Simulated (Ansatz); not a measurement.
Start from BP in the zinc blende structure (space group F-43m, No. 216; a = 4.548 Å).

All numbers come from PBE (Ansatz, a program for electronic structure), no spin-orbit coupling.

Base values:

| Property | Value |
|---|---|
| Band gap | 1.25 eV |
| Pressure | -0.1 kbar |
| Hole mass | 0.26, 0.26, 0.33 mₑ (at Γ) |

The change: every lattice vector is shortened by 1.87 %; the atoms relax in the strained cell.

Problem. How does this affect the band gap?

Solution. The band gap decreases by 0.08 eV, from 1.25 eV to 1.17 eV.

Problem. What does the calculation give for the pressure after the change?

Solution. The pressure rises by 102.1 kbar to 102.0 kbar.

Problem. How does this affect the hole mass?

Solution. The hole mass (degenerate bands, along [100]) changes from 0.26, 0.26, 0.33 mₑ (at Γ) to 0.25, 0.25, 0.36 mₑ (at Γ).

Effective masses come from finite differences of ±0.01 Å⁻¹. No phonon test of stability was made.
